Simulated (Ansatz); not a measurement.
Cells marked so need not be the phases stable at ambient conditions, and some may be hypothetical.

The gap is the functional's own. No spin-orbit coupling. Mid-gap values are interpolated on the energy grid.

A. CaBr2 (P4_2/mnm, rutile, not sure to be the ambient phase, 6 atoms a cell, 33.8 Å³ an atom), along the normal of (111)
B. SnPbF4 (P4/nmm, not sure to be the ambient phase, 12 atoms a cell, 16.5 Å³ an atom, -2 GPa at this level), along the normal of (100)
C. Rb3YF6 (I4/mmm, not sure to be the ambient phase, 10 atoms a cell, 24.8 Å³ an atom), along the normal of (110)
D. KLiBeF4 (P6_3, not sure to be the ambient phase, 14 atoms a cell, 13.3 Å³ an atom), along the normal of (100)
E. ZnS (R3m, not sure to be the ambient phase, 8 atoms a cell, 19.6 Å³ an atom), along the normal of (101)

Task: Rank these by mid-gap decay constant of the slowest evanescent state (lowest first), as r2SCAN run with Ansatz (a program for electronic structure) gives it.

Result: E (0.18 1/Å), A (0.34 1/Å), B (0.37 1/Å), C (0.54 1/Å), D (0.63 1/Å)
